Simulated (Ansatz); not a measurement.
For SiO2 (P4₁2₁2, No. 92), PBE-D3(BJ) (Ansatz, a first-principles code, plane waves, PAW) gives:

```
Item                                   Value
------------------------------  ------------
equilibrium lattice constant a       4.942 Å
lattice parameter c                  6.813 Å
bulk modulus                        17.4 GPa
cohesive energy                 6.51 eV/atom
```

Q: What does r²SCAN in Ansatz (plane waves, PAW) give for the same quantities?

A: 
- lattice constant a: 4.982 Å (grows by 0.8 %)
- lattice parameter c: 6.919 Å (goes up by 1.6 %)
- bulk modulus: 14.6 GPa (falls by 16 %)
- cohesive energy: 6.47 eV/atom (falls by 0.04 eV/atom)

Changes are worked out from the printed values.

Unless a cell is named, each level is at its own relaxed cell (PBE-D3(BJ) 13.87, r²SCAN 14.31 Å³/atom).

Ansatz's density-functional and Hartree–Fock values are scalar-relativistic unless marked +SOC, with PAW data made under PBE.
